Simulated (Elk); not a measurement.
## Input and output of a self-consistent single point for YbSi₂ (Fm-3m, 3 atoms in the cell) (Elk)

Method: PBE, all-electron FP-LAPW, Elk's shipped species files, LAPW+lo basis (Elk).

The input file:

```
tasks
  0

xctype
  20

spinpol
  .true.

reducebf
  0.5

rgkmax
  8.0

gmaxvr
  16.0

nxoapwlo
  1

nempty
  12

stype
  3

swidth
  0.00367493

scale
  9.035760009

avec
    0.0000000000    0.7071067812    0.7071067812
    0.7071067812    0.0000000000    0.7071067812
    0.7071067812    0.7071067812    0.0000000000

atoms
  2   : nspecies
  'Yb.in'   : spfname
  1   : natoms; atposl, bfcmt below
  0.0000000000  0.0000000000  0.0000000000    0.0 0.0 -1.0
  'Si.in'   : spfname
  2   : natoms; atposl, bfcmt below
  0.2500000000  0.2500000000  0.2500000000    0.0 0.0 0.0
  0.7500000000  0.7500000000  0.7500000000    0.0 0.0 0.0

ngridk
  5 5 5

vkloff
  0.5 0.5 0.5
```

The program printed (abridged):

```
│ Elk code version 10.2.4 │

All units are atomic (Hartree, Bohr, etc.)

│ Ground-state run starting from atomic densities │

Lattice vectors :
   0.000000000       6.389247176       6.389247176
   6.389247176       0.000000000       6.389247176
   6.389247176       6.389247176       0.000000000

Unit cell volume      :    521.6498233
Brillouin zone volume :   0.4755109699

Muffin-tin inner radius fraction :   0.1000000000E-01

Nuclei treated as point charges

Species :    1 (Yb)
 parameters loaded from : Yb.in
 name : ytterbium
 nuclear charge    :   -70.00000000
 electronic charge :    70.00000000
 atomic mass :    315432.6234
 muffin-tin radius :    2.800000000
 number of radial points in muffin-tin :    697
 atomic positions (lattice), magnetic fields (Cartesian) :
   1 :   0.00000000  0.00000000  0.00000000    0.00000000  0.00000000 -1.00000000

Species :    2 (Si)
 parameters loaded from : Si.in
 name : silicon
 nuclear charge    :   -14.00000000
 electronic charge :    14.00000000
 atomic mass :    51196.73454
 muffin-tin radius :    2.200000000
 number of radial points in muffin-tin :    397
 atomic positions (lattice), magnetic fields (Cartesian) :
   1 :   0.25000000  0.25000000  0.25000000    0.00000000  0.00000000  0.00000000
   2 :  -0.25000000 -0.25000000 -0.25000000    0.00000000  0.00000000  0.00000000

Total number of atoms per unit cell :    3

Spin treatment :
 spin-polarised
 global magnetic field (Cartesian) :    0.000000000       0.000000000       0.000000000
 collinear magnetisation in z-direction

Number of Bravais lattice symmetries :   48
Number of crystal symmetries         :   48
Crystal has inversion symmetry
Real symmetric eigensolver will be used

k-point grid :      5     5     5
k-point offset :   0.5000000000      0.5000000000      0.5000000000
k-point set is reduced with full crystal symmetry group
Total number of k-points :       19

   [... lines left out ...]
Maximum |G| for potential and density :    16.00000000
 potential will be trimmed for |G| > 2 gkmax
Constant for pseudocharge density :   11
Radial integration step length :    4

G-vector grid sizes :     48    48    48
Number of G-vectors :    35845

Maximum angular momentum used for
 APW functions                      :    8
 outer part of muffin-tin           :    6
 inner part of muffin-tin           :    1

Total nuclear charge    :   -98.00000000
Total core charge       :    66.00000000
Total valence charge    :    32.00000000
Total excess charge     :    0.000000000
Total electronic charge :    98.00000000

Effective Wigner radius, rₛ :    1.083148809

Number of empty states         :   36
Total number of valence states :  104
Total number of core states    :   66

Total number of local-orbitals :   35

Exchange-correlation functional :     20     0     0
 Perdew-Burke-Ernzerhof, Phys. Rev. Lett. 77, 3865 (1996)
 gradient requirement :    1
 generalised gradient approximation (GGA)

Smearing type :    3
 Fermi-Dirac
Smearing width :   0.3674930000E-02
Effective electronic temperature (K) :    1160.451112

Mixing type :    3
 Broyden mixing, J. Phys. A: Math. Gen. 17, L317 (1984)

Kohn-Sham potential initialised from atomic data
│ Self-consistent loop started │
│ Loop number : 1 │
 total energy                :     -14203.0331449
 total moment                :    7.312026461
│ Loop number : 2 │
 total energy                :     -14222.4057627
 total moment                :    7.289679695
RMS change in Kohn-Sham potential (target) :    3.686884245     (  0.1000000000E-05)
Absolute change in total energy (target)   :    19.37261777     (  0.1000000000E-03)
│ Loop number : 3 │
 total energy                :     -14723.4715322
 total moment                :   0.2346017663
RMS change in Kohn-Sham potential (target) :    1.209492756     (  0.1000000000E-05)
Absolute change in total energy (target)   :    505.9089240     (  0.1000000000E-03)
│ Loop number : 4 │
 total energy                :     -13748.5174059
 total moment                :   0.7315112260
RMS change in Kohn-Sham potential (target) :    7.414397439     (  0.1000000000E-05)
Absolute change in total energy (target)   :    848.4768954     (  0.1000000000E-03)
│ Loop number : 5 │
 total energy                :     -14798.3940601
   [... lines left out ...]
RMS change in Kohn-Sham potential (target) :   0.1096261260E-04 (  0.1000000000E-05)
Absolute change in total energy (target)   :   0.5790188279E-03 (  0.1000000000E-03)
│ Loop number : 21 │
 total energy                :     -14656.1623492
 total moment                :  -0.4842567260E-04
RMS change in Kohn-Sham potential (target) :   0.4930806375E-05 (  0.1000000000E-05)
Absolute change in total energy (target)   :   0.1923330634E-02 (  0.1000000000E-03)
│ Loop number : 22 │
 total energy                :     -14656.1618494
 total moment                :  -0.2888264216E-04
RMS change in Kohn-Sham potential (target) :   0.1316136952E-05 (  0.1000000000E-05)
Absolute change in total energy (target)   :   0.1900469397E-04 (  0.1000000000E-03)
│ Loop number : 23 │
 total energy                :     -14656.1617816
 total moment                :  -0.1620691978E-04
RMS change in Kohn-Sham potential (target) :   0.7703682400E-06 (  0.1000000000E-05)
Absolute change in total energy (target)   :   0.7254654156E-04 (  0.1000000000E-03)
Convergence targets achieved

│ Loop number : 24 │

Energies :
 Fermi                       :     0.176551985471
 sum of eigenvalues          :     -8930.04325212
 electron kinetic            :      16219.6845012
 core electron kinetic       :      15764.8652334
 Coulomb                     :     -30539.4399803
 Coulomb potential           :     -24710.6252605
 nuclear-nuclear             :     -944.105925972
 electron-nuclear            :     -34480.0428481
 Hartree                     :      4884.70879377
 Madelung                    :     -18184.1273500
 xc potential                :     -439.102492721
 xc effective B-field        :    -0.467030448570E-12
 external B-field            :      0.00000000000
 exchange                    :     -331.206059365
 correlation                 :     -5.19693617769
 electron entropic           :    -0.314979744934E-02
 total energy                :     -14656.1616245
 (external B-field energy excluded from total)

Density of states at Fermi energy :    59.18414939
 (states/Hartree/unit cell)

Estimated indirect band gap :   0.4866574871E-02
 from k-point     18 to k-point      8
Estimated direct band gap   :   0.6207034972E-02
 at k-point     18

Charges :
 core                        :    66.00000000
 valence                     :    32.00000000
 interstitial                :    5.526668259
 muffin-tins (core leakage)
  species :    1 (Yb)
   atom    1                 :    68.45521557     (  0.1073675115E-05)
  species :    2 (Si)
   atom    1                 :    12.00905809     (  0.1285360201E-02)
   atom    2                 :    12.00905809     (  0.1285360201E-02)
 total in muffin-tins        :    92.47333174
 total calculated charge     :    97.98979704
 total charge                :    98.00000000
 error                       :   0.1020296192E-01

Moments :
 interstitial                :   0.9494875771E-06
 muffin-tins
  species :    1 (Yb)
   atom    1                 :  -0.4253009134E-05
  species :    2 (Si)
   atom    1                 :   0.5377026070E-06
   atom    2                 :   0.5377026070E-06
 total in muffin-tins        :  -0.3177603920E-05
 total moment                :  -0.2228116342E-05

│ Self-consistent loop stopped │
```

The run converged in 24 iterations. The count includes the last loop, which Elk runs after its targets are met.

The starting cell was generated: these elements placed on a structure prototype, without a prior relaxation; it need not be a known phase or ordering of this composition. Spin-orbit coupling is off. The starting moments vanished: the run ended non-magnetic, which need not be the lowest state. Values depend on the basis (sphere radii, cutoffs, local orbitals), which need not be converged. The log's line on a gap gives a spacing of levels on this mesh, which the program prints for metals too.

Cost on one core of a shared machine: roughly 80 s.
